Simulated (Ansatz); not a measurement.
For AgIn₂ (I4/mcm, No. 140, 6 atoms in the cell; start mp-19974), LDA (Ansatz, a program for electronic structure, PAW) gives:

```
Property                              Result
------------------------------  ------------
equilibrium lattice constant a       6.748 Å
lattice parameter c                  5.510 Å
bulk modulus B0                     76.2 GPa
cohesive energy                 3.33 eV/atom
```

Problem. What does r²SCAN in Ansatz (PAW) give for the same quantities?

Solution. 
- lattice constant a: 6.906 Å (grows by 2.3 %)
- lattice parameter c: 5.635 Å (increases by 2.3 %)
- bulk modulus: 61.2 GPa (falls by 20 %)
- cohesive energy: 2.60 eV/atom (shrinks by 0.73 eV/atom)

Changes are worked out from the printed values.

Unless a cell is named, each level is at its own relaxed cell (LDA 20.91, r²SCAN 22.39 Å³/atom).

Levels without +SOC leave out spin–orbit coupling, which shifts energies and cells of such heavy elements.

Caveats: the bulk modulus is −V dP/dV from two relaxed cells at ±2 % in volume (LDA, r²SCAN); the relaxation could not lower the start's symmetry, so the cell can be a saddle point above a distorted one (LDA, r²SCAN). Ansatz's density-functional and Hartree–Fock values are scalar-relativistic unless marked +SOC, with PAW data made under PBE.

A start named mp-… is a Materials Project structure, which need not be a measured phase.
